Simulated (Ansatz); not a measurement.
# Worked sum: reaction energy

Subject: the reaction energy. Reaction: Te (P3₁21) + H2 (gas) → TeH2 (gas). Negative: the products are lower in energy.

Method: Ansatz (a program for electronic structure), PAW, neutral cells at 0 K with nuclei at rest, on structures from PBE+D3(BJ). Ansatz runs with its PAW set soft_1. Other levels take these structures. The lattices are those relaxed with PBE+D3(BJ), so at other levels the solids can be strained, which adds to the spread. A dispersion term (D3(BJ), or D4 for r2SCAN) was computed beside these levels and is taken off wherever the name lacks it. Space groups of crystals are read within 0.01 Å. Spin-orbit coupling is left out.

Total energies of the cells in eV, at zero smearing width. They compare only within one column; the weights balance every element.

```json
[
 {"cell": "Te (P3₁21)", "atoms": "3", "weight": "−1", "r2SCAN": "-20984.60688", "RPBE": "-20966.61384"},
 {"cell": "TeH2 (gas)", "atoms": "3", "weight": "+3", "r2SCAN": "-7025.98341", "RPBE": "-7020.38052"},
 {"cell": "H2 (gas)", "atoms": "2", "weight": "−3", "r2SCAN": "-31.88930", "RPBE": "-32.07063"}
]
```

r2SCAN: − (-20984.60688) + 3 × (-7025.98341) − 3 × (-31.88930) = 2.325 eV; dividing by 3 gives 0.77 eV.

RPBE: − (-20966.61384) + 3 × (-7020.38052) − 3 × (-32.07063) = 1.684 eV; dividing by 3 gives 0.56 eV.

What follows from the r2SCAN value: Per mole of the reaction as written, 0.775 eV × 96.485 = 74.8 kJ.
